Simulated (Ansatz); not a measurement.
Results of r²SCAN (plane waves, PAW; Ansatz, a first-principles code) for La2CuSbS5 (Ima2, No. 46; cell taken from a computed entry).

Run with plane-wave cutoff 560 eV, 6×6×6 k mesh, Fermi–Dirac smearing 0.01 eV, no spin polarisation, scalar-relativistic PAW data made under PBE.

Cell (relaxed with PBEsol):

```xyz
18
Lattice="-6.5590 3.7272 3.7810 6.5590 -3.7272 3.7810 6.5590 3.7272 -3.7810" Properties=species:S:1:pos:R:3 pbc="T T T"
La     6.5590     0.0000     2.1226
La     0.0000     0.0000     2.1226
La     3.2795    -1.0024     5.0468
La     3.2795     4.7297     1.2658
Cu     0.0000     3.7272     2.3666
Cu     0.0000     0.0000     6.1476
Sb     3.2795     1.2871    -0.0585
Sb     3.2795     2.4401     3.7225
S      1.3098     2.5291     0.8643
S     -1.3098     4.9253     0.8643
S      5.2493     2.5291     0.8643
S      1.3098     1.1981     4.6452
S     -1.3852     2.4107     3.4675
S      7.9442     1.3166    -0.3135
S      1.3852     6.1379    -0.3135
S      5.1738    -2.4107     3.4675
S      3.2795     0.0833     2.1604
S      3.2795     3.6439    -1.6206
```

Question: Estimate the band gap, smallest direct gap on the k points sampled and direct gap at Γ that the calculation returns.

Answer: 
- band gap = 1.65 eV
- smallest direct gap on the k points sampled = 1.77 eV
- direct gap at Γ = 1.86 eV

Note: cell and atoms aren't relaxed at this level (largest force component 0.29 eV/Å, pressure 3.7 GPa); this cell isn't known to be the ambient phase, and symmetry holds it in the calculation.

Spin–orbit coupling is not included.

Computed values are for the static lattice.

It cost very roughly 19 core-minutes of CPU time.
